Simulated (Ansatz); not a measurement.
**Ag in the fcc (Cu type) structure (space group Fm-3m, No. 225)**

```xyz
1
Lattice="0.0000 2.0528 2.0528 2.0528 0.0000 2.0528 2.0528 2.0528 0.0000" Properties=species:S:1:pos:R:3 pbc="T T T"
Ag     0.0000     0.0000     0.0000
```

Calculations: r2SCAN, PAW, 500 eV (Ansatz, an electronic-structure program; no spin-orbit coupling), earlier PAW set. k-mesh 19×19×19 (Γ-centred); smearing 0.05 eV (Fermi–Dirac).

| Property | Value |
|---|---|
| Volume per atom | 17.30 Å³ |
| Density | 10.35 g/cm³ |
| Band gap | zero |
| Total energy | -7604.002 eV/atom (σ→0; compares only within this code and set-up) |

Stability against distortions was not tested.
